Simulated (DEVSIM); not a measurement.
Device: abrupt Si p-n junction, at 300 K.

```csv
layer (left to right),material,thickness (μm),Nd (cm⁻³),Na (cm⁻³),τn (s),τp (s)
1,Si,82.0,-,6.2e16,1.6e-6,1.6e-6
2,Si,2.60,3.4e14,-,1.6e-6,1.6e-6
```

Left contact: ohmic. Right contact: ohmic. Voltage is applied to the left contact. Recombination: SRH at mid-gap. Mobility is μmin + (μ − μmin)/(1 + (N/Nref)^α).

Constants are typed, rounded textbook-type inputs, not results; the design itself was drawn at random and stands for no fabricated device. Values at 300 K.

| parameter | Si |
|---|---|
| gap (eV) | 1.124 |
| affinity (eV) | 4.05 |
| permittivity | 11.7 |
| Nc (cm⁻³) | 2.86e19 |
| Nv (cm⁻³) | 3.1e19 |
| μn (cm²/Vs) | 1417 |
| μp (cm²/Vs) | 470 |
| μn,min | 52 |
| μp,min | 45 |
| Nref,n | 9.7e16 |
| Nref,p | 2.2e17 |
| αn | 0.68 |
| αp | 0.72 |

Simulated with DEVSIM: 1D drift-diffusion, Boltzmann statistics, complete ionisation; no tunnelling, impact ionisation, image-force lowering or self-heating.

The thickness of layer 2 was swept, all else fixed.

```
thickness of layer 2 (μm)  dark forward voltage at 1 A/cm² (V)  dark forward voltage at 100 A/cm² (V)  largest field in the device at zero bias (V/cm)
-------------------------  -----------------------------------  -------------------------------------  -----------------------------------------------
0.52                                                (withheld)                             (withheld)                                       (withheld)
0.91                                                     0.464                                  0.876                                            15000
1.6                                                      0.495                                  0.903                                            15000
2.6                                                      0.515                                  0.923                                            15000
4.4                                                      0.533                                  0.937                                            15000
7.8                                                      0.552                                  0.946                                            15000
13                                                       0.571                                  0.952                                            15000
```

Problem. Some entries are withheld; supply them.

Solution. 
- 0.52, dark forward voltage at 1 A/cm² (V): 0.430
- 0.52, dark forward voltage at 100 A/cm² (V): 0.842
- 0.52, largest field in the device at zero bias (V/cm): 18000
